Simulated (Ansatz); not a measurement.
**A computed series for PbTe: pressure series**

The parent structure is PbTe in the rock salt structure (space group Fm-3m, No. 225; a = 6.569 Å).

Cell and atoms are relaxed at each pressure.

Levels (all Ansatz, a first-principles code, PAW): PBE (420 eV, no SOC); PBEsol (420 eV, no spin-orbit coupling).

The base cell above is that of PBE; each level relaxes its own structures.

```csv
case,"shortest interatomic distance, PBE","shortest interatomic distance, PBEsol"
pressure −2 GPa,3.350 Å,3.275 Å
pressure −1 GPa,3.315 Å,3.247 Å
pressure 3 GPa,3.212 Å,3.159 Å
pressure 7 GPa,3.141 Å,3.096 Å
pressure 15 GPa,3.041 Å,3.005 Å
pressure 30 GPa,2.921 Å,2.893 Å
pressure 50 GPa,2.815 Å,2.792 Å
pressure 75 GPa,2.726 Å,2.708 Å
pressure 100 GPa,2.660 Å,2.644 Å
```

PBE lies above PBEsol in every row, by 0.016 Å to 0.075 Å. They put the cases in the same order.

The mesh was chosen for an insulator and is coarse for the gapless case. Load acts through the strain it causes; cell and atoms are relaxed under it. No phonon test of stability was made. No other phases were tried under pressure. The final runs are not spin-polarised.
